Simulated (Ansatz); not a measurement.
Mg₂BeN₂ (model structure, started from the Ca2ZnN2 type, I4/mmm, No. 139, 5 atoms in the cell), treated with PBEsol (PAW; Ansatz, a quantum-chemistry and plane-wave program).

Run with plane-wave cutoff 520 eV, 16×16×16 k mesh, Fermi–Dirac smearing 0.01 eV, scalar-relativistic PAW data made under PBE.

Cell (relaxed with PBEsol):

```
BeMg2N2
1.0
   -1.55576     1.55576     5.49036
    1.55576    -1.55576     5.49036
    1.55576     1.55576    -5.49036
Mg Be N
2 1 2
Cartesian
  0.00000   0.00000   7.29220
  0.00000   0.00000   3.68852
  0.00000   0.00000   0.00000
  0.00000   0.00000   9.44908
  0.00000   0.00000   1.53164
```

**Question.** Estimate the band gap, smallest direct gap on the k points sampled and direct gap at Γ that the calculation returns.

**Answer.** 
- band gap: 0.95 eV (indirect)
- smallest direct gap on the k points sampled: 1.57 eV
- direct gap at Γ: 1.58 eV

Note: the relaxation could raise the start's symmetry but not lower it, so the cell can be a saddle point.

Computed values are for the static lattice.

Cost on a shared machine: very roughly 40 core-seconds.

A model structure was made by putting elements into a prototype or built by hand; it is no filed structure, need not be a known phase, and can be a saddle point held by its symmetry.
